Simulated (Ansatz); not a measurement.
## How far PBE and PBEsol part for V3Si, pressure 9 GPa

Start from V3Si in the A15 (Cr3Si type) structure (space group Pm-3n, No. 223; a = 4.701 Å).

(Cell as relaxed with PBE.)

Levels (all Ansatz, a first-principles code, PAW): PBE (420 eV, no spin-orbit coupling); PBEsol (420 eV, without spin-orbit coupling).

Each level relaxes its own structure.

| base | PBE | PBEsol |
|---|---|---|
| volume per atom | 12.99 Å³ | 12.56 Å³ |
| lattice parameter a | 4.701 Å | 4.650 Å |
| band gap | zero | zero |

Perturbation: cell and atoms relaxed at a pressure of 9 GPa.

| quantity | PBE | PBEsol |
|---|---|---|
| lattice parameter a | 4.634 Å | 4.588 Å |
| band gap | zero | zero |

PBE's lattice parameter a lies 0.0465 Å above PBEsol's (1.0 %); the two agree on the band gap. Neither level is exact; PBEsol is the comparison here, not a measurement.

Load acts through the strain it causes; cell and atoms are relaxed under it. Whether these cells are dynamically stable was not tested. Competing high-pressure phases were not computed. Seeded moments were not kept for the base. All final runs are without spin polarisation.
